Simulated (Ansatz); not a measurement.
Levels about the gap of amorphous In₂₄O₃₈Si (63 atoms in a cell of 895 Å³, 6.30 g/cm³; zone centre alone, so wide bands show as single levels with stretches between that a denser mesh fills), at the geometry that PBE relaxed, where it gives -0.9 GPa on a denser mesh. Exact exchange is cut at the faces of this small cell, which leaves a finite-size error. The participation number counts the atoms over which a state spreads; weights are charges in smoothed Voronoi cells. The levels come from a single point, so bond lengths are those of that geometry. Method of the levels: HSE06, scalar-relativistic without spin-orbit coupling (Ansatz, a first-principles code). Sampling: the zone centre alone; Fermi-Dirac width 0.02 eV; no spin polarisation. At PBE the levels at the filled edge of the gap are localised (band-tail or defect states).

It comes from a melt-quench run on a machine-learned potential (CHGNet), relaxed afterwards by DFT. O atoms were pushed apart under 1.9 Å during the dynamics, to hinder bonds among them. The hot cell started wider than the set density and was brought back towards it in steps. It is the lowest in DFT energy of 2 quenches. It is a model cell: composition and starting density were chosen by hand, and all elements were melted together. No dispersion term was used. Its density started from a set value of 6.30 and ended at 6.30 g/cm³. Cooling (nominally 220 K/ps over its main leg) ran many orders faster than in experiment, which tends to leave more defects and strain. Values belong to this one cell and scatter from quench to quench. The volume was held where the preparation left it, at a PBE pressure of -0.9 GPa (tension). Stress components on the final sampling reach 3.2 GPa.

| E - E(highest filled), eV | filling | participation number | largest on | weight O | weight In | weight Si |
|---|---|---|---|---|---|---|
| -0.25 | filled | 23.3 | O, 4 neighbours | 0.93 | 0.07 | 0.00 |
| -0.24 | filled | 14.3 | O, 4 neighbours | 0.93 | 0.07 | 0.00 |
| -0.19 | filled | 10.6 | O, 3 neighbours | 0.95 | 0.05 | 0.00 |
| -0.14 | filled | 9.9 | O, 3 neighbours | 0.94 | 0.06 | 0.00 |
| -0.12 | filled | 11.8 | O, 3 neighbours | 0.93 | 0.07 | 0.00 |
| -0.04 | filled | 7.0 | O, 3 neighbours | 0.94 | 0.06 | 0.00 |
| 0.00 | filled | 7.4 | O, 3 neighbours | 0.95 | 0.05 | 0.00 |
| 1.95 | empty | 58.3 | In, 5 neighbours | 0.53 | 0.47 | 0.01 |
| 4.76 | empty | 28.7 | In, 5 neighbours | 0.57 | 0.42 | 0.00 |
| 4.98 | empty | 32.0 | In, 5 neighbours | 0.59 | 0.41 | 0.00 |
| 5.05 | empty | 35.4 | In, 5 neighbours | 0.59 | 0.41 | 0.00 |
| 5.17 | empty | 37.3 | In, 5 neighbours | 0.59 | 0.41 | 0.00 |
| 5.30 | empty | 33.1 | In, 5 neighbours | 0.59 | 0.41 | 0.00 |
| 5.53 | empty | 42.3 | In, 5 neighbours | 0.59 | 0.40 | 0.01 |

Most localised among these is the filled level at -0.04 eV, on a O atom, which has 3 neighbours (In 2.17 Å, In 2.18 Å, In 2.22 Å).
